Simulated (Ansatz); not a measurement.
## BeTe: pressure series

Base system: BeTe in the zinc blende structure (space group F-43m, No. 216).

```
CELL_PARAMETERS angstrom
      0.00000     2.82847     2.82847
      2.82847     0.00000     2.82847
      2.82847     2.82847     0.00000
ATOMIC_POSITIONS crystal
  Te 0.75000 0.75000 0.75000
  Be 0.00000 0.00000 0.00000
```

Cell and atoms are relaxed at each pressure.

Level of theory: plane-wave PAW DFT at the r2SCAN level (Ansatz, an electronic-structure program, 500 eV), no spin-orbit coupling.

Notes on the quantities. hole mass: degenerate bands, along [100].

```json
[
 {"variant": "base", "smallest direct gap": "4.04 eV", "shortest interatomic distance": "2.450 Å", "hole mass": "0.21, 0.35, 0.35 mₑ (at Γ)", "electron mass": "2.1 mₑ along k, 0.25 mₑ across (at X)"},
 {"variant": "pressure −2 GPa", "smallest direct gap": "4.07 eV", "shortest interatomic distance": "2.479 Å", "hole mass": "0.20, 0.37, 0.37 mₑ (at Γ)", "electron mass": "2.6 mₑ along k, 0.26 mₑ across (at X)"},
 {"variant": "pressure −1 GPa", "smallest direct gap": "4.06 eV", "shortest interatomic distance": "2.464 Å", "hole mass": "0.20, 0.36, 0.36 mₑ (at Γ)", "electron mass": "2.2 mₑ along k, 0.25 mₑ across (at X)"},
 {"variant": "pressure 3 GPa", "smallest direct gap": "3.99 eV", "shortest interatomic distance": "2.412 Å", "hole mass": "0.21, 0.32, 0.32 mₑ (at Γ)", "electron mass": "1.8 mₑ along k, 0.24 mₑ across (at X)"},
 {"variant": "pressure 7 GPa", "smallest direct gap": "3.93 eV", "shortest interatomic distance": "2.371 Å", "hole mass": "0.22, 0.30, 0.30 mₑ (at Γ)", "electron mass": "1.6 mₑ along k, 0.24 mₑ across (at X)"},
 {"variant": "pressure 15 GPa", "smallest direct gap": "3.81 eV", "shortest interatomic distance": "2.308 Å", "hole mass": "0.23, 0.26, 0.26 mₑ (at Γ)", "electron mass": "1.4 mₑ along k, 0.23 mₑ across (at X)"},
 {"variant": "pressure 30 GPa", "smallest direct gap": "3.60 eV", "shortest interatomic distance": "2.225 Å", "hole mass": "0.22, 0.22, 0.24 mₑ (at Γ)", "electron mass": "1.2 mₑ along k, 0.21 mₑ across (at X)"},
 {"variant": "pressure 50 GPa", "smallest direct gap": "3.36 eV", "shortest interatomic distance": "2.149 Å", "hole mass": "0.18, 0.18, 0.25 mₑ (at Γ)", "electron mass": "1.1 mₑ along k, 0.20 mₑ across (at X)"},
 {"variant": "pressure 75 GPa", "smallest direct gap": "3.11 eV", "shortest interatomic distance": "2.081 Å", "hole mass": "0.15, 0.15, 0.26 mₑ (at Γ)", "electron mass": "1.1 mₑ along k, 0.19 mₑ across (at X)"},
 {"variant": "pressure 100 GPa", "smallest direct gap": "2.89 eV", "shortest interatomic distance": "2.030 Å", "hole mass": "0.13, 0.13, 0.28 mₑ (at Γ)", "electron mass": "1.0 mₑ along k, 0.19 mₑ across (at X)"}
]
```

With Te present, leaving out spin-orbit coupling can change the band edges. Load acts through the strain it causes; cell and atoms are relaxed under it. Masses are band curvatures over ±0.01 Å⁻¹ around the edge. Along k means along the line from Γ to the band edge. No phonon test of stability was made. No other phases were tried under pressure.
